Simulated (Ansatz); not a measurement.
## BP (model structure, P6₂22, No. 180, 6 atoms in the cell): band gap by level of theory

No measured value is used here.

| level (code) | value (eV) |
|---|---|
| LDA (Ansatz) | 0.00 |
| PBEsol (Ansatz) | 0.00 |
| r²SCAN (Ansatz) | 0.11 (indirect) |

Computed values are for a static lattice. A gap of zero means that the bands touch or overlap; how far they overlap is not shown.  r²SCAN: the gap is read on the k mesh or supercell of the run alone and can be too large. Values are at the PBE-D3(BJ) cell. Cutoffs differ between the levels. Ansatz's density-functional and Hartree–Fock values are scalar-relativistic unless marked +SOC, with PAW data made under PBE.

A model structure was made by putting elements into a prototype or built by hand; it is no filed structure, need not be a known phase, and can be a saddle point held by its symmetry.

Ansatz is a quantum-chemistry and plane-wave program.
